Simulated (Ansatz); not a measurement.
Au: response to strain

The parent structure is Au in the fcc (Cu type) structure (space group Fm-3m, No. 225; a = 4.048 Å; relaxed with 0.1 eV smearing). Axes: x, y, z lie along the cube axes.

Strains are applied to the cell and any free atomic positions relax; under biaxial strain the out-of-plane vector relaxes too.

Method: LDA/PAW in Ansatz (a first-principles code), no spin-orbit coupling.

Notes on the quantities. energy relative to the base: free energy F.

| biaxial strain, plane normal [111], relaxed out of plane (%) | energy relative to the base (meV/atom) |
|---|---|
| -2.5 | 13.9 |
| -2.08 | 9.5 |
| -1.67 | 6.0 |
| -1.25 | ? |
| -0.83 | 1.4 |
| -0.42 | 0.4 |
| 0 | 0.0 |

Task: Fit ΔE = Aε² + Bε³ (ε in %) to the rows shown and predict the withheld row.

Result: Least squares on the printed values gives A = 2.01 and B = -0.086 meV/atom (largest residual 0.0 meV/atom); this predicts 3.3 meV/atom, and the run gives 3.3 meV/atom, in agreement.

Stability against distortions was not tested.
